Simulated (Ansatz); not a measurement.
**Al4Si3 (model structure, started from the Al4C3 type, R-3m, No. 166, 7 atoms in the cell): properties by level of theory**

| level (code) | equilibrium lattice constant a (Å) | lattice parameter c (Å) | bulk modulus B0 (GPa) | cohesive energy (eV/atom) |
|---|---|---|---|---|
| LDA (Ansatz) | 4.020 | 30.902 | 70.6 | 4.36 |
| PBE (Ansatz) | 4.077 | 31.331 | 65.0 | 3.73 |
| PBEsol (Ansatz) | 4.048 | 31.106 | 68.8 | 4.08 |
| r²SCAN (Ansatz) | 4.058 | 31.085 | 71.2 | 3.86 |

Caveats: the bulk modulus is −V dP/dV from two relaxed cells at ±2 % in volume (LDA, PBE, PBEsol, r²SCAN). Ansatz's density-functional and Hartree–Fock values are scalar-relativistic unless marked +SOC, with PAW data made under PBE.

Free atoms are spin-polarised, in the lowest state found; at levels without +SOC their spin–orbit coupling is left out.

The computed numbers hold no vibrational or temperature effects.

A model structure was made by putting elements into a prototype or built by hand; it is no filed structure, need not be a known phase, and can be a saddle point held by its symmetry.

Ansatz is a program for electronic structure.
